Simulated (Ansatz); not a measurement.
A computed series for InP: response to strain

The reference is InP in the zinc blende structure (space group F-43m, No. 216; a = 5.907 Å). Axes: x, y, z lie along the cube axes.

Strains are applied to the cell and any free atomic positions relax.

Computed with plane-wave PAW DFT at the r2SCAN level (Ansatz, a quantum-chemistry and plane-wave program, 500 eV), no spin-orbit coupling.

Candidates:
(a) uniaxial strain ε_zz = +3.00 %
(b) uniaxial strain ε_zz = +0.50 %
(c) uniaxial strain ε_zz = +2.50 %
(d) uniaxial strain ε_zz = +2.00 %
(e) uniaxial strain ε_zz = +1.00 %

For the base:

Band gap: 1.03 eV

Task: Order them by band gap, highest first.

Result: (b) uniaxial strain ε_zz = +0.50 % (0.99 eV), (e) uniaxial strain ε_zz = +1.00 % (0.95 eV), (d) uniaxial strain ε_zz = +2.00 % (0.88 eV), (c) uniaxial strain ε_zz = +2.50 % (0.84 eV), (a) uniaxial strain ε_zz = +3.00 % (0.80 eV)

Semilocal Kohn–Sham gaps tend to fall short of experiment. Whether these cells are dynamically stable was not tested.
